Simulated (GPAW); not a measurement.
GPAW run on Ba (Im-3m, 1 atom in the cell): self-consistent single point.

Method of the run: PBE, GPAW PAW datasets PBE (gpaw-data 1.0.1) (plane waves; GPAW).

```xyz
1
Lattice="-2.4975 2.4975 2.4975 2.4975 -2.4975 2.4975 2.4975 2.4975 -2.4975" Properties=species:S:1:pos:R:3 pbc="T T T"
Ba     0.0000     0.0000     0.0000
```

Reference input (self-consistent single point, DFT PBE, plane waves, GPAW PAW datasets PBE (gpaw-data 1.0.1)): mode = pw; ecut = 600 eV; xc = PBE; kpts = 7 7 7; mesh shift (steps) = 0 0 0; occupations.name = methfessel-paxton; occupations.width = 0.1 eV; occupations.order = 0; nbands = -7; symmetry.symmorphic = false; symmetry.tolerance = 0.0005; maxiter = 120. This run's input differs from it in these lines:

```diff
@@ -13,4 +13,4 @@
             xc='PBE',
-            kpts=(7, 7, 7),
-            occupations={'name': 'methfessel-paxton', 'width': 0.1, 'order': 0},
+            kpts={'size': (12, 12, 12), 'gamma': True},
+            occupations={'name': 'methfessel-paxton', 'width': 0.3, 'order': 0},
             nbands=-7,
```

The program printed (abridged):

```
     iter     time        total  log10-change:
                         energy   eigst   dens
iter:   1 --:--:--    -1.822459
iter:   2 --:--:--    -2.028294   -0.97  -1.18
iter:   3 --:--:--    -1.977516   -2.00  -1.20
iter:   4 --:--:--    -1.871294   -2.06  -1.31
iter:   5 --:--:--    -1.871144   -3.65  -2.08
iter:   6 --:--:--    -1.871105c  -3.99  -2.14
iter:   7 --:--:--    -1.869893c  -4.26  -2.20
iter:   8 --:--:--    -1.869883c  -6.04  -3.47
iter:   9 --:--:--    -1.869897c  -6.20  -3.40
iter:  10 --:--:--    -1.869888c  -6.68  -3.60
iter:  11 --:--:--    -1.869888c  -8.39c -4.67c
Converged after 11 iterations.

Dipole moment: (0.000000, 0.000000, -0.000000) |e|*Ang

Energy contributions relative to reference atoms: (reference = -221277.842511)

Kinetic:         +0.619176
Potential:       +1.385649
External:        +0.000000
XC:              -3.797326
Entropy (-ST):   -0.059769
Local:           -0.047502
SIC:             +0.000000
--------------------------
Free energy:     -1.899772
Extrapolated:    -1.869888

Showing only first 2 kpts
 Kpt  Band  Eigenvalues  Occupancy
  0     3     -8.71316    2.00000
  0     4      2.35160    2.00000
  0     5      6.94600    0.00000
  0     6      6.94600    0.00000

  1     3     -8.71338    2.00000
  1     4      2.48305    2.00000
  1     5      6.83652    0.00000
  1     6      6.88662    0.00000

Fermi level: 5.12331

No gap
No difference between direct/indirect transitions
Energy (eV): -1.869888

Forces in eV/Ang:
  0 Ba    0.00000    0.00000    0.00000

Stress tensor:
    -0.001301    -0.000000    -0.000000
    -0.000000    -0.001301     0.000000
    -0.000000     0.000000    -0.001301
Stress (GPa, Voigt): [-0.2084 -0.2084 -0.2084  0.     -0.     -0.    ]
```

The run converged in 11 iterations. GPAW prints stress with tension positive. Against the reference run the free energy falls by 31.0 meV/atom and the pressure moves little (0.25 to 0.21 GPa).

The starting cell has typed, rounded lattice constants, without a prior relaxation at this level. Its lattice was rescaled by up to half a per cent.
